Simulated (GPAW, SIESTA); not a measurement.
A GPAW input for a self-consistent single point of NiS (R3m, 6 atoms in the cell) (DFT LDA (Perdew-Wang 92), plane waves, GPAW PAW datasets LDA (gpaw-data 1.0.1)):

```python
from ase import Atoms
from ase.units import GPa
from gpaw import GPAW

atoms = Atoms(['Ni', 'Ni', 'Ni', 'S', 'S', 'S'],
              cell=[[4.692491, 2.709211, 1.029112],
                    [-4.692491, 2.709211, 1.029112],
                    [0.000000, -5.418422, 1.029112]],
              scaled_positions=[[0.659640, 0.396890, 0.396890],
                                [0.396890, 0.659640, 0.396890],
                                [0.396890, 0.396890, 0.659640],
                                [0.783490, 0.119265, 0.119265],
                                [0.119265, 0.783490, 0.119265],
                                [0.119265, 0.119265, 0.783490]],
              pbc=True)

calc = GPAW(mode={'name': 'pw', 'ecut': 850},
            xc='LDA',
            kpts=(7, 7, 7),
            occupations={'name': 'fermi-dirac', 'width': 0.136},
            nbands=-14,
            symmetry={'symmorphic': False, 'tolerance': 0.0005},
            maxiter=100,
            txt='-')

atoms.calc = calc

energy = atoms.get_potential_energy()
print('Energy (eV):', round(energy, 6))
forces = atoms.get_forces()
print('Forces (eV/Ang):')
print(forces.round(5))
stress = atoms.get_stress()
print('Stress (GPa, Voigt):', (stress / GPa).round(4))
```

### Question
Give the SIESTA input for the same structure, mesh, smearing and functional.

### Answer
This is the input that was run; spellings and numerical settings could be chosen otherwise.

```
# files in the folder: Ni.psml S.psml (PseudoDojo LDA standard)
SystemName  NiS
SystemLabel nis

NumberOfAtoms                6
NumberOfSpecies              2
%block ChemicalSpeciesLabel
  1 28 Ni
  2 16 S
%endblock ChemicalSpeciesLabel
LatticeConstant              5.515285 Ang
%block LatticeVectors
     0.850815688    0.491218677    0.186592715
    -0.850815688    0.491218677    0.186592715
     0.000000000   -0.982437354    0.186592715
%endblock LatticeVectors
AtomicCoordinatesFormat      Ang
%block AtomicCoordinatesAndAtomicSpecies
     1.232952010    0.711845190    1.495731963  1
    -1.232952010    0.711845190    1.495731963  1
    -0.000000000   -1.423690380    1.495731963  1
     3.116869834    1.799525676    1.051773046  2
    -3.116869834    1.799525676    1.051773046  2
     0.000000000   -3.599051353    1.051773046  2
%endblock AtomicCoordinatesAndAtomicSpecies

XC.functional                LDA
XC.authors                   PW92
PAO.BasisSize                DZP
PAO.EnergyShift              0.01 Ry
MeshCutoff                   400 Ry
%block kgrid.MonkhorstPack
    7   0   0  0.0
    0   7   0  0.0
    0   0   7  0.0
%endblock kgrid.MonkhorstPack
OccupationFunction           FD
ElectronicTemperature        136.0 meV

MaxSCFIterations             150
SCF.Mixer.Method             Pulay
SCF.Mixer.Weight             0.1
SCF.Mixer.History            6
SCF.DM.Tolerance             1.0E-05
Diag.ParallelOverK           true
WriteForces                  true
```

Basis settings and potentials, where a program has them, do not carry over. This input uses DFT, LDA PW92, numerical atomic orbitals DZP, PseudoDojo LDA standard norm-conserving potentials (rewritten from UPF to PSML). LDA parametrisations can differ slightly between programs.

The starting cell comes from a database of computed structures (which also holds hypothetical and non-ambient phases and stackings), without a prior relaxation at this level. Its lattice was rescaled by a random factor within 2.5 % of one. For this run, on top of that: lattice scaled by 0.98.
